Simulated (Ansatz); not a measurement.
Cu (Fm-3m): band-structure transport figures

Input:

```
CELL_PARAMETERS angstrom
      0.00000     1.81448     1.81448
      1.81448     0.00000     1.81448
      1.81448     1.81448     0.00000
ATOMIC_POSITIONS crystal
  Cu 0.00000 0.00000 0.00000
```

Computed with PBE, rigid bands (plane waves, PAW, scalar-relativistic; Ansatz, a first-principles code). Condition of this run: functional PBE, cell relaxed with it. Geometry: cell and atoms relaxed with PBE.

```yaml
density of states at the Fermi level: 0.307 states/(eV·cell), both spins
bare Sommerfeld coefficient: 0.72 mJ/(mol of atoms·K²)
drude_plasma_energy: 8.9 eV
root-mean-square Fermi velocity: 1.1e6 m/s
resistivity times τ: 6.2 ×10⁻²² Ω·m·s
resistivity_times_mean_free_path: 6.7 ×10⁻¹⁶ Ω·m²
```

A metal at this level (no band gap); rigid bands, thermally averaged at 300 K, both spins. Spin-orbit coupling is left out. τ is one relaxation time for all states; the product of resistivity and mean free path takes one path for all states instead.
